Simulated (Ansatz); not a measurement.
C11b MoSi2 was calculated with r²SCAN (PAW; Ansatz, a quantum-chemistry and plane-wave program).

Settings: plane-wave cutoff 560 eV, 24×24×24 k mesh, Fermi–Dirac smearing 0.05 eV, no spin polarisation, scalar-relativistic PAW data made under PBE.

Response to compression and expansion:

Shape and atoms are relaxed at each volume.

| V (Å³/atom) | P (GPa) | c (Å) | a (Å) |
|---|---|---|---|
| 12.824 | 9.72 | 7.730 | 3.155 |
| 13.091 | 4.60 | 7.774 | 3.179 |
| 13.358 | 0.00 | 7.818 | 3.202 |
| 13.625 | -4.12 | 7.862 | 3.225 |
| 13.893 | -7.81 | 7.905 | 3.247 |

Note: the bulk modulus comes from volumes at which shape and atoms were relaxed.
